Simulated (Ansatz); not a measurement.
The starting structures come from a database of crystals and need not be the phases stable at ambient conditions.

 Where the default PAW files enter, the runs use the earlier of Ansatz's two default sets.

By PBEsol, the system below comes out a metal.

Without scattering a metal conducts by its projected Fermi surface.

Here is the system:

```
CELL_PARAMETERS angstrom
      4.03032     0.00000     0.00000
      0.00000     4.30141     0.00000
      0.00000     2.15070     1.24171
ATOMIC_POSITIONS crystal
  Cu 0.75000 0.66667 0.00000
  Cu 0.25000 0.33333 0.00000
```

Space group of this cell: P6_3/mmc, hcp (Mg type). The cell is strained (all lengths scaled by 0.98); by PBEsol its mean pressure is 9.5 GPa.

The current flows along the normal of the first two printed cell vectors, the (110) plane of the conventional cell. No spin-orbit coupling; the value is a mean over 0.1 eV about the Fermi level.

Question: Compute, with PBEsol run with Ansatz (an electronic-structure program), the ballistic conductance per area.

Answer: 1.2 × 10¹⁵ S/m² for both spins.
